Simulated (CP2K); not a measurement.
CP2K run on Bi₂TeSe₂ (R3m, 5 atoms in the cell): self-consistent single point.

Computed with CP2K 2026.2 with PBEsol, GPW, DZVP-MOLOPT-SR-GTH basis, GTH-PBE potentials (GTH_POTENTIALS).

```yaml
crystal:
  lattice:
    - [10.53533, 0.00000, 0.00000]
    - [9.68067, 4.15667, 0.00000]
    - [9.68067, 1.99047, 3.64910]
  atoms:
    - { symbol: Bi, position: [0.60651, 0.60651, 0.60651] }
    - { symbol: Bi, position: [0.39679, 0.39679, 0.39679] }
    - { symbol: Te, position: [0.21496, 0.21496, 0.21496] }
    - { symbol: Se, position: [0.00243, 0.00243, 0.00243] }
    - { symbol: Se, position: [0.77932, 0.77932, 0.77932] }
```

Reference input (self-consistent single point, DFT PBEsol, GPW, DZVP-MOLOPT-SR-GTH basis, GTH-PBE potentials (GTH_POTENTIALS)): CUTOFF = 400 Ry; REL_CUTOFF = 40 Ry; SMEAR/METHOD = FERMI_DIRAC; ELECTRONIC_TEMPERATURE = 580.23 K; KPOINTS/SCHEME = MONKHORST-PACK 4 4 4; GAMMA_CENTERED = T; XC_FUNCTIONAL = PBE:PBESOL; Bi/BASIS_SET = DZVP-MOLOPT-SR-GTH-q5; Bi/POTENTIAL = GTH-PBE-q5; Te/BASIS_SET = DZVP-MOLOPT-SR-GTH-q6; Te/POTENTIAL = GTH-PBE-q6; Se/BASIS_SET = DZVP-MOLOPT-SR-GTH-q6. This run's input differs from it in these lines:

```diff
@@ -40,4 +40,3 @@
     &KPOINTS
-      SCHEME MONKHORST-PACK 4 4 4
-      GAMMA_CENTERED T
+      SCHEME MONKHORST-PACK 7 7 7
     &END KPOINTS
```

Log, with long lists cut:

```
 SCF WAVEFUNCTION OPTIMIZATION

  Step     Update method      Time    Convergence         Total energy    Change
     1 NoMix/Diag. 0.20E+00      -     0.56641705       -38.1457827566 -3.81E+01
     2 Broy./Diag. 0.20E+00      -     0.04279284       -37.9327131214  2.13E-01
     3 Broy./Diag. 0.20E+00      -     0.14052123       -38.0482369313 -1.16E-01
     4 Broy./Diag. 0.20E+00      -     0.01701564       -38.2726152649 -2.24E-01
     5 Broy./Diag. 0.20E+00      -     0.01101564       -38.1309609518  1.42E-01
     6 Broy./Diag. 0.20E+00      -     0.00378904       -38.1027022760  2.83E-02
   [... 7 lines left out ...]
    14 Broy./Diag. 0.20E+00      -     0.00002280       -38.0644608141  1.04E-04
    15 Broy./Diag. 0.20E+00      -     0.00000252       -38.0644355778  2.52E-05
    16 Broy./Diag. 0.20E+00      -     0.00000209       -38.0644115231  2.41E-05
    17 Broy./Diag. 0.20E+00      -     0.00000030       -38.0644083651  3.16E-06
  *** SCF run converged in    17 steps ***

  Overlap energy of the core charge distribution:               0.00000000020736
  Self energy of the core charge distribution:                -80.80035319205935
  Core Hamiltonian energy:                                     16.92643702233857
  Hartree energy:                                              34.32439880717845
  Exchange-correlation energy:                                 -8.51488830465460
  Electronic entropic energy:                                  -0.00000269808519
  Fermi energy:                                                 0.14215174439366

  Total energy:                                               -38.06440836507212
  Total energy (extrapolated to T->0):                        -38.06440701602953

                     Mulliken Population Analysis

   [... lines left out ...]

 STRESS| Analytical stress tensor [bar]
 STRESS|                        x                   y                   z
 STRESS|      x        2.32295111557E+03  -3.37993398150E+02  -2.00721515620E+02
 STRESS|      y       -3.37993398150E+02   3.89774390727E+03  -4.13458875998E+01
 STRESS|      z       -2.00721515620E+02  -4.13458875998E+01   3.94289274089E+03
 STRESS| 1/3 Trace                                             3.38786258791E+03
```

The run converged in 17 iterations. Against the reference run the free energy rises by 1.9 meV/atom, the pressure goes from 0.23 to 0.34 GPa, the largest force goes from 0.301 to 0.359 eV/Å and the gap on the mesh stays at 0.518 eV.

The starting cell comes from a database of computed structures (which also holds hypothetical and non-ambient phases and stackings), without a prior relaxation at this level. Spin-orbit coupling is off. Values carry the incompleteness of an atom-centred basis. The potentials were made for another functional than the one used.

Cost on one core of a shared machine: roughly 2 min.
